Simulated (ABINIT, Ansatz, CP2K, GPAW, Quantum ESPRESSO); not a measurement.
# Code comparison for ScOF (P4/nmm, 6 atoms in the cell)

Self-consistent single point, at a second geometry (lattice scaled by 0.98). First geometry:

```yaml
crystal:
  lattice:
    - [3.62752, 0.00000, 0.00000]
    - [0.00000, 3.62752, 0.00000]
    - [0.00000, 0.00000, 5.17220]
  atoms:
    - { symbol: Sc, position: [0.50000, 0.00000, 0.70585] }
    - { symbol: Sc, position: [0.00000, 0.50000, 0.29415] }
    - { symbol: O, position: [0.00000, 0.00000, 0.50000] }
    - { symbol: O, position: [0.50000, 0.50000, 0.50000] }
    - { symbol: F, position: [0.50000, 0.50000, 0.00000] }
    - { symbol: F, position: [0.00000, 0.00000, 0.00000] }
```

Shared settings, as Ansatz (an electronic-structure program) writes them: kpoints.mp_grid.grid = 7 7 5; scf.occupations.method = fixed. Potentials and cutoffs stand in the table.

```
code                                                                                             model  ΔF from the first geometry (meV/atom)  pressure (GPa)  largest force (eV/Å)  gap on the mesh (eV)       cutoff
----------------  ------------------------------------------------------------------------------------  -------------------------------------  --------------  --------------------  --------------------  -----------
ABINIT                                                              LDA (PW92), PAW (JTH v2.0 LDA PAW)                                  -30.5           -3.13                 0.327                 4.444        60 Ry
CP2K              LDA (Pade form), GPW, DZVP-MOLOPT-SR-GTH basis, GTH-PADE potentials (GTH_POTENTIALS)                                  -30.7           -2.35                 0.299                 4.450  grid 600 Ry
Ansatz                                                             LDA (PW92), PAW files made with PBE                                  -32.0           -3.38                 0.278                 4.453      default
GPAW                                     LDA (Perdew-Wang 92), GPAW PAW datasets LDA (gpaw-data 1.0.1)                                  -33.4               –                 0.246                 4.450       900 eV
Quantum ESPRESSO                LDA (PW92), PseudoDojo standard norm-conserving (LDA) pseudopotentials                                  -33.3           -3.13                 0.273                 4.475        85 Ry
```

For ABINIT (by 0.7 GPa) and Ansatz (by 0.6 GPa) the energy change implies a higher mean pressure, against the two pressures, than for the other programs: a sign of finite-basis (Pulay) stress.

A dash marks a value that a program does not give, or that is left out as unsure.

Gaps are read on the mesh.

The spread over the programs that give each value: ΔF from the first geometry within 2.9 meV/atom; pressure within 1.03 GPa; largest force within 0.081 eV/Å; gap on the mesh within 0.031 eV.

CP2K uses small atom-centred bases, whose incompleteness enters pressures, forces and empty levels differently from a plane-wave cutoff. Ansatz's pressure is given at a fixed set of plane waves, as the other plane-wave codes print theirs; with its correction for the finite basis it is -2.76 GPa (the shift of 0.63 GPa shows how far the cutoff is from converged). The pressure of GPAW is left out: its cutoff lies under the one at which its stress was checked.

The starting cell comes from a database of computed structures (which also holds hypothetical and non-ambient phases and stackings), without a prior relaxation at this level. For this run, on top of that: lattice scaled by 0.98.

Keys are those of Ansatz 0.2.
